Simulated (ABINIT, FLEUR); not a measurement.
A FLEUR input for a self-consistent single point of MgAl (Pm-3m, 2 atoms in the cell) (DFT, PBEsol, all-electron FLAPW (FLEUR), scalar-relativistic valence):

Input of the input generator:

```
MgAl FLAPW
&input film=f /
1.0000000000 0.0000000000 0.0000000000
0.0000000000 1.0000000000 0.0000000000
0.0000000000 0.0000000000 1.0000000000
6.4220622695
1.0 1.0 1.0

2
12 0.5000000000 0.5000000000 0.5000000000
13 0.0000000000 0.0000000000 0.0000000000

&comp jspins=1 /
&exco xctyp='PBEs' /
&kpt div1=13 div2=13 div3=13 /
&end /
```

```xml
<?xml version="1.0" encoding="UTF-8" standalone="no"?>
<fleurInput fleurInputVersion="0.39">
   <comment>
      MgAl FLAPW                                                                                          
   </comment>
   <calculationSetup>
      <cutoffs Kmax="4.0" Gmax="20.0" GmaxXC="20.0" numbands="0"/>
      <scfLoop itmax="80" minDistance="0.00001" maxIterBroyd="99" imix="Anderson" alpha="0.05" precondParam="0.0" spinf="2.0"/>
      <coreElectrons ctail="T" frcor="F" kcrel="0" coretail_lmax="0"/>
      <xcFunctional name="PBEs" relativisticCorrections="F"/>
      <magnetism jspins="1"/>
      <soc l_soc="F" theta="0.0" phi="0.0" spav="F"/>
      <expertModes spex="0" secvar="F"/>
      <geometryOptimization l_f="T" forcealpha="1.0" forcemix="BFGS" epsdisp="0.00001" epsforce="0.00001"/>
      <ldaU l_linMix="F" mixParam="0.05" spinf="1.0"/>
   </calculationSetup>
   <cell>
      <bzIntegration valenceElectrons="21.0" mode="gauss" fermiSmearingEnergy="0.00734986">
         <kPointListSelection listName="default-1"/>
         <!-- k-points included here -->
         <xi:include xmlns:xi="http://www.w3.org/2001/XInclude" href="kpts.xml"> </xi:include>
      </bzIntegration>
      <!-- symmetry operations included here -->
      <xi:include xmlns:xi="http://www.w3.org/2001/XInclude" href="sym.xml"> </xi:include>
      <bulkLattice scale="1.0">
         <bravaisMatrix>
            <row-1>    6.4220622694999996     0.0000000000000000     0.0000000000000000</row-1>
            <row-2>    0.0000000000000000     6.4220622694999996     0.0000000000000000</row-2>
            <row-3>    0.0000000000000000     0.0000000000000000     6.4220622694999996</row-3>
         </bravaisMatrix>
      </bulkLattice>
   </cell>
   <atomSpecies>
      <species name="Magnesium (Mg)" element="Mg" atomicNumber="12">
         <mtSphere radius="2.58" gridPoints="853" logIncrement="0.014"/>
         <atomicCutoffs lmax="7" lnonsphr="5"/>
         <electronConfig flipSpins="F">
            <coreConfig>(1s1/2)</coreConfig>
            <valenceConfig>(2s1/2) (2p1/2) (2p3/2) (3s1/2)</valenceConfig>
         </electronConfig>
         <energyParameters s="3" p="2" d="3" f="4"/>
         <lo type="SCLO" l="0" n="2" eDeriv="0"/>
         <lo type="HELO" l="1" n="3" eDeriv="0"/>
         <lo type="HELO" l="1" n="3" eDeriv="1"/>
         <lo type="SCLO" l="2" n="3" eDeriv="2"/>
         <lo type="SCLO" l="3" n="4" eDeriv="2"/>
      </species>
      <species name="Aluminum (Al)" element="Al" atomicNumber="13">
         <mtSphere radius="2.58" gridPoints="853" logIncrement="0.014"/>
         <atomicCutoffs lmax="7" lnonsphr="5"/>
         <electronConfig flipSpins="F">
            <coreConfig>(1s1/2)</coreConfig>
            <valenceConfig>(2s1/2) (2p1/2) (2p3/2) (3s1/2) (3p1/2) (3p3/2)</valenceConfig>
            <stateOccupation state="(3p1/2)" spinUp="0.1666666666667" spinDown="0.1666666666667"/>
            <stateOccupation state="(3p3/2)" spinUp="0.3333333333333" spinDown="0.3333333333333"/>
         </electronConfig>
         <energyParameters s="3" p="3" d="3" f="4"/>
         <lo type="SCLO" l="0" n="2" eDeriv="0"/>
         <lo type="SCLO" l="1" n="2" eDeriv="0"/>
         <lo type="SCLO" l="2" n="3" eDeriv="2"/>
         <lo type="SCLO" l="3" n="4" eDeriv="2"/>
      </species>
   </atomSpecies>
   <atomGroups>
      <atomGroup species="Magnesium (Mg)">
         <relPos label="                   1">1.000/2.000 1.000/2.000 1.000/2.000</relPos>
         <force calculate="T" relaxXYZ="TTT"/>
      </atomGroup>
      <atomGroup species="Aluminum (Al)">
         <relPos label="                   2">.0000000000 .0000000000 .0000000000</relPos>
         <force calculate="T" relaxXYZ="TTT"/>
      </atomGroup>
   </atomGroups>
   <output dos="F" band="F" slice="F">
      <checks vchk="F" cdinf="F"/>
      <bandDOS minEnergy="-.5*Htr" maxEnergy="0.5*Htr" sigma="0.015" storeEVData="T"/>
      <vacuumDOS vacdos="F" integ="F" star="F" nstars="0" locx1="0.0" locy1="0.0" locx2="0.0" locy2="0.0" nstm="0" tworkf="0.0"/>
      <unfoldingBand unfoldBand="F" supercellX="1" supercellY="1" supercellZ="1"/>
      <plotting iplot="0" polar="F">
         <plot TwoD="T" vec1="  1.0  0.0  0.0" vec2="  0.0  1.0  0.0" vec3="  0.0  0.0  1.0" zero="  0.0  0.0  0.0" file="plot"/>
      </plotting>
      <chargeDensitySlicing numkpt="0" minEigenval="0.0" maxEigenval="0.0" nnne="0" pallst="F"/>
      <specialOutput eonly="F"/>
      <magneticCircularDichroism mcd="F" energyLo="-10.0" energyUp="0.0"/>
   </output>
  <!-- We include the file relax.xml here to enable relaxations (see documentation) -->
  <xi:include xmlns:xi="http://www.w3.org/2001/XInclude" href="relax.xml"> <xi:fallback/> </xi:include>
</fleurInput>
```

### Question
Give the ABINIT input for the same structure, mesh, smearing and functional.

### Answer
This is the input that was run; spellings and numerical settings could be chosen otherwise.

```
# MgAl, PseudoDojo nc-sr-04 PBEsol standard
pp_dirpath "./"
pseudos "Mg.upf, Al.upf"
acell 3*1.0
rprim
         6.4220622695    0.0000000000    0.0000000000
         0.0000000000    6.4220622695    0.0000000000
         0.0000000000    0.0000000000    6.4220622695
natom 2
ntypat 2
znucl 12 13
typat 1 2
xred
         0.5000000000    0.5000000000    0.5000000000
         0.0000000000    0.0000000000    0.0000000000
ecut 42 Ha
ixc -116133
occopt 7
tsmear 0.00734986
nband 12
kptopt 1
ngkpt 13 13 13
nshiftk 1
shiftk 0 0 0
nstep 50
tolvrs 1.0e-12
prtwf 0
prtden 0
prtvol 1
enunit 2
```

Basis settings and potentials, where a program has them, do not carry over. This input uses DFT, PBEsol, plane waves, norm-conserving pseudopotentials (PseudoDojo nc-sr-04 PBEsol standard).

The starting cell comes from a database of computed structures (which also holds hypothetical and non-ambient phases and stackings), without a prior relaxation at this level. Its lattice was rescaled by a random factor within 2.5 % of one.
